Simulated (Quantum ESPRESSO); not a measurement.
A self-consistent single point of Bi₃Au (Pm-3m, 4 atoms in the cell) with Quantum ESPRESSO.

Computed with PBEsol, PseudoDojo standard norm-conserving (PBESOL) pseudopotentials (plane waves; Quantum ESPRESSO 7.5).

The change in words: lattice scaled by 0.98. Reference geometry:
```xyz
4
Lattice="4.8264 0.0000 0.0000 0.0000 4.8264 0.0000 0.0000 0.0000 4.8264" Properties=species:S:1:pos:R:3 pbc="T T T"
Bi     0.0000     2.4132     2.4132
Bi     2.4132     0.0000     2.4132
Bi     2.4132     2.4132     0.0000
Au     0.0000     0.0000     0.0000
```

Reference input (self-consistent single point, DFT, PBEsol, plane waves, PseudoDojo standard norm-conserving (PBESOL) pseudopotentials): ecutwfc = 80 Ry; occupations = smearing; smearing = fd; degauss = 0.0073499 Ry; potentials = {Bi: Bi.upf, Au: Au.upf}; K_POINTS = automatic 5 5 5 0 0 0; conv_thr = 1e-10 Ry; mixing_beta = 0.7. This run's input differs from it in these lines:

```diff
@@ -24,5 +24,5 @@
 ATOMIC_POSITIONS bohr
-Bi    0.0000000000    4.5602965326    4.5602965326
-Bi    4.5602965326    0.0000000000    4.5602965326
-Bi    4.5602965326    4.5602965326    0.0000000000
+Bi    0.0000000000    4.4690907909    4.4690907909
+Bi    4.4690907909    0.0000000000    4.4690907909
+Bi    4.4690907909    4.4690907909    0.0000000000
 Au    0.0000000000    0.0000000000    0.0000000000
@@ -31,5 +31,5 @@
 CELL_PARAMETERS angstrom
-   4.8264100000     0.0000000000     0.0000000000
-   0.0000000000     4.8264100000     0.0000000000
-   0.0000000000     0.0000000000     4.8264100000
+   4.7298820000     0.0000000000     0.0000000000
+   0.0000000000     4.7298820000     0.0000000000
+   0.0000000000     0.0000000000     4.7298820000
```

Log, with long lists cut:

```
     Self-consistent Calculation

     iteration #  1     ecut=    80.00 Ry     beta= 0.70

     Threshold (ethr) on eigenvalues was too large:
     Diagonalizing with lowered threshold

     total energy              =    -784.83484016 Ry
     estimated scf accuracy    <       0.09747109 Ry

     iteration #  2     ecut=    80.00 Ry     beta= 0.70

     total energy              =    -784.84319677 Ry
     estimated scf accuracy    <       0.21002011 Ry

     iteration #  3     ecut=    80.00 Ry     beta= 0.70

     total energy              =    -784.88286294 Ry
     estimated scf accuracy    <       0.00151656 Ry

   [... 5 blocks of this kind left out ...]

     iteration #  9     ecut=    80.00 Ry     beta= 0.70

     total energy              =    -784.88331960 Ry
     estimated scf accuracy    <          9.1E-10 Ry

     iteration # 10     ecut=    80.00 Ry     beta= 0.70
     End of self-consistent calculation

     the Fermi energy is    13.9377 ev

!    total energy              =    -784.88331960 Ry
     estimated scf accuracy    <          7.8E-12 Ry
     smearing contrib. (-TS)   =      -0.00576238 Ry
     internal energy E=F+TS    =    -784.87755722 Ry

     convergence has been achieved in  10 iterations

     Forces acting on atoms (cartesian axes, Ry/au):

     atom    1 type  1   force =     0.00000000    0.00000000    0.00000000
   [... zero for the other atoms too ...]

     Total force =     0.000000     Total SCF correction =     0.000000

          total   stress  (Ry/bohr**3)                   (kbar)     P=        6.35
   0.00004317   0.00000000   0.00000000            6.35        0.00        0.00
   0.00000000   0.00004317   0.00000000            0.00        6.35        0.00
   0.00000000   0.00000000   0.00004317            0.00        0.00        6.35

   JOB DONE.
```

The run converged in 10 iterations. Against the reference run the free energy falls by 13.9 meV/atom and the pressure goes from -3.11 to 0.64 GPa.

The starting cell comes from a database of computed structures (which also holds hypothetical and non-ambient phases and stackings), without a prior relaxation at this level. For this run, on top of that: lattice scaled by 0.98.

Cost on one core of a shared machine: roughly 40 s.
